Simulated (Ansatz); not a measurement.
Data:

```xyz
2
Lattice="0.0000 2.5911 2.5911 2.5911 0.0000 2.5911 2.5911 2.5911 0.0000" Properties=species:S:1:pos:R:3 pbc="T T T"
Mg     0.0000     0.0000     0.0000
S      2.5911     2.5911     2.5911
```

No spin polarisation.

Hole doping at 1.0×10^21 cm⁻³ (0.0348 per cell), with a uniform compensating background at fixed cell and a 300 K Fermi–Dirac width.

Level of theory: Ansatz (a first-principles code), PBEsol, PAW, cutoff 420 eV, spin-orbit coupling left out. Settings: 25×25×25 k-points, 0.0259 eV Fermi–Dirac smearing.

Problem. Predict the Fermi level relative to the doped band's edge (positive inside the band; to 0.05 eV).

Solution. +0.10 eV.

Problem. Estimate the gap character.

Solution. Indirect, Γ → X.

Carriers are added with a uniform compensating background; total energy and stress of such cells depend on the potential's zero and are not compared; many-body gap narrowing is missing at this level. No phonon test of stability was made. The cell was made from MgS in the rock salt structure (space group Fm-3m, No. 225) by this change: holes 1.0×10^21 cm⁻³.
